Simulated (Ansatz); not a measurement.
**CsCl-type LaN (model structure)**

The numbers are results of r²SCAN+rVV10 (plane waves, PAW; Ansatz, a quantum-chemistry and plane-wave program), not measurements.

Settings: plane-wave cutoff 500 eV, 12×12×12 k mesh, Fermi–Dirac smearing 0.05 eV, scalar-relativistic PAW data made under PBE.

Cell (relaxed at this level):

```xyz
2
Lattice="3.1535 0.0000 0.0000 0.0000 3.1535 0.0000 0.0000 0.0000 3.1535" Properties=species:S:1:pos:R:3 pbc="T T T"
La     0.0000     0.0000     0.0000
N      1.5768     1.5768     1.5768
```

| Item | Result |
|---|---|
| band gap | none |

Note: the relaxation could raise the start's symmetry but not lower it, so the cell can be a saddle point.

Spin–orbit coupling is not included.

Static lattice: no zero-point or thermal effects.

Computing time: around 9 core-seconds (rough).

A model structure was made by putting elements into a prototype or built by hand; it is no filed structure, need not be a known phase, and can be a saddle point held by its symmetry.
